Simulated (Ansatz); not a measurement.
SrZnIn₃ (space group I4mm, No. 107; a cell from a computed database, its experimental status unchecked)

```
SrZnIn3
1.0
   -2.29007     2.29007     6.00847
    2.29007    -2.29007     6.00847
    2.29007     2.29007    -6.00847
Sr Zn In
1 1 3
Direct
  0.00560   0.00560   0.00000
  0.61353   0.61353   0.00000
  0.74161   0.24161   0.50000
  0.24161   0.74161   0.50000
  0.39765   0.39765   0.00000
```

Computed with Ansatz (a quantum-chemistry and plane-wave program) PBEsol, scalar-relativistic without spin-orbit coupling. Settings: 14×14×14 k-points, 0.05 eV Fermi–Dirac smearing.

| Quantity | Result |
|---|---|
| Volume per atom | 25.21 Å³ |
| Density | 6.55 g/cm³ |
| Band gap | zero |
| Total energy | -4670.208 eV/atom (σ→0; compares only within this code and set-up) |

Stability against distortions was not tested.
